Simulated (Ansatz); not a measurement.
The cell is built on a prototype and need not be the phase stable at ambient conditions.

Tunnelling through a barrier is set by its complex band structure: the current falls as exp(−2κd) with the smallest κ.

Input:

```
CELL_PARAMETERS angstrom
      4.08625     0.00000     0.00000
      0.00000     4.08625     0.00000
      2.04312    -2.04312    10.34157
ATOMIC_POSITIONS crystal
  Sr 0.50000 0.50000 0.00000
  Sr 0.68578 0.31422 0.62843
  Sr 0.31422 0.68578 0.37157
  Sn 0.90057 0.09943 0.19885
  Sn 0.09943 0.90057 0.80115
  O  0.00000 0.00000 0.00000
  O  0.40277 0.09723 0.19446
  O  0.90277 0.59723 0.19446
  O  0.59723 0.90277 0.80554
  O  0.09723 0.40277 0.80554
  O  0.80109 0.19891 0.39783
  O  0.19891 0.80109 0.60217
```

Space group of this cell: I4/mmm. The cell was relaxed by PBE-D3(BJ); by r2SCAN its mean pressure is -1.9 GPa.

Transport runs along the normal of the first two printed cell vectors.

The gap is the functional's own, uncorrected, and κ follows it; spin-orbit coupling is left out. Mid-gap values are interpolated between the computed energies.

Give the band gap and the smallest decay constant κ at mid-gap that r2SCAN (Ansatz, an electronic-structure program) yields.

Gap 2.77 eV on a 8×8×8 mesh; κ = 0.290 1/Å, at the zone centre.
